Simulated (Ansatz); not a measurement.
These are PBE (plane waves to 420 eV, PAW; Ansatz, a quantum-chemistry and plane-wave program) values and carry that method's errors.

Plane-averaged electrostatic potential energy along the normal, in eV from the highest filled level, for a constructed model of the (111)A surface of zinc-blende AlP, Al-terminated, 2x2 In adatom at H3 (bottom of the slab: 3 H on 4 bottom sites):

(z (Å), V (eV)): (4.11, 4.27); (4.40, 4.27); (4.69, 4.27); (4.99, 4.27); (5.28, 4.27); (5.57, 4.27); (5.87, 4.26); (6.16, 4.26); (6.45, 4.26); (6.75, 4.25); (7.04, 4.23); (7.33, 4.17); (7.63, 4.03); (7.92, 3.70); (8.21, 2.67); (8.51, 1.93); (8.80, 1.30); (9.09, -1.43); (9.39, -5.62); (9.68, -9.04); (9.97, -9.79); (10.27, -7.49); (10.56, -4.66); (10.85, -3.03); (11.15, -1.14); (11.44, 1.18); (11.73, 2.08); (12.03, 1.13); (12.32, -2.47); (12.61, -7.02); (12.91, -9.91); (13.20, -9.63); (13.49, -6.35); (13.79, -3.86); (14.08, -2.57); (14.37, -0.61); (14.67, 1.54); (14.96, 2.12); (15.25, 0.79); (15.55, -3.21); (15.84, -7.61); (16.13, -10.13); (16.43, -9.22); (16.72, -5.81); (17.01, -3.62); (17.31, -2.33); (17.60, -0.20); (17.89, 1.75); (18.19, 2.06); (18.48, 0.32); (18.77, -3.98); (19.07, -8.17); (19.36, -10.22); (19.65, -8.70); (19.95, -5.31); (20.24, -3.40); (20.53, -2.04); (20.83, 0.13); (21.12, 1.77); (21.41, 1.71); (21.71, -0.62); (22.00, -5.10); (22.29, -8.59); (22.59, -9.69); (22.88, -8.07); (23.17, -4.77); (23.47, -2.58); (23.76, -1.47); (24.05, -0.25); (24.35, 0.88); (24.64, 1.15); (24.93, 1.24); (25.23, 1.49); (25.52, 2.05); (25.81, 2.89); (26.11, 3.58); (26.40, 3.86); (26.69, 3.99); (26.99, 4.05); (27.28, 4.08); (27.57, 4.09); (27.87, 4.10); (28.16, 4.10); (28.45, 4.10); (28.75, 4.10); (29.04, 4.11); (29.33, 4.11)

Slab: 44 atoms, 16.5 Å thick at the start with caps and adatoms; k 3x3x1, smearing 0.025 eV, dipole-corrected; 8 atoms held, the rest relaxed; held to the start's symmetry, so lower structures may exist; no spin, no spin-orbit, no U. In PBE it lies 0.05 eV a 1x1 cell over the lowest computed structure of the same composition (2x2 In adatom at T4).

The vacuum level lies 4.11 eV above the highest filled level over the top face and 4.27 eV above it under the bottom face.
